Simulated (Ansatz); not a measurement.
ZnS (P3m1, No. 156, 32 atoms in the cell; start mp-556950; a measured phase of this formula has another space group), treated with r²SCAN (Ansatz, a quantum-chemistry and plane-wave program, PAW).

Settings: plane-wave cutoff 560 eV, 12×12×1 k mesh (along the axes of the cell as run), Fermi–Dirac smearing 0.01 eV, scalar-relativistic PAW data made under PBE.

Cell (relaxed with PBEsol):

```
CELL_PARAMETERS angstrom
      3.78602     0.00000     0.00000
     -1.89301     3.27879     0.00000
      0.00000     0.00000    49.52376
ATOMIC_POSITIONS crystal
  Zn 0.33333 0.66667 0.62500
  Zn 0.66667 0.33333 0.12501
  Zn 0.00000 0.00000 0.43746
  Zn 0.33333 0.66667 0.06257
  Zn 0.66667 0.33333 0.50001
  Zn 0.33333 0.66667 0.24992
  Zn 0.66667 0.33333 0.31246
  Zn 0.00000 0.00000 0.81255
  Zn 0.66667 0.33333 0.68755
  Zn 0.00000 0.00000 0.18747
  Zn 0.33333 0.66667 0.37503
  Zn 0.33333 0.66667 0.93746
  Zn 0.00000 0.00000 0.56257
  Zn 0.66667 0.33333 0.87501
  Zn 0.33333 0.66667 0.75011
  Zn 0.00000 0.00000 0.00001
  S  0.00000 0.00000 0.23430
  S  0.33333 0.66667 0.29675
  S  0.66667 0.33333 0.35938
  S  0.66667 0.33333 0.54692
  S  0.33333 0.66667 0.10938
  S  0.66667 0.33333 0.73446
  S  0.33333 0.66667 0.98429
  S  0.66667 0.33333 0.92184
  S  0.00000 0.00000 0.85938
  S  0.33333 0.66667 0.67183
  S  0.00000 0.00000 0.48429
  S  0.33333 0.66667 0.79692
  S  0.00000 0.00000 0.60938
  S  0.00000 0.00000 0.04692
  S  0.66667 0.33333 0.17184
  S  0.33333 0.66667 0.42184
```

What does this level give for the band gap?


- band gap = 2.81 eV (direct)

Note: cell and atoms aren't relaxed at this level (pressure 1.5 GPa).

Computed values are for the static lattice.

Computing time: about 25 core-minutes (a rough figure).

A start named mp-… is a Materials Project structure, which need not be a measured phase.
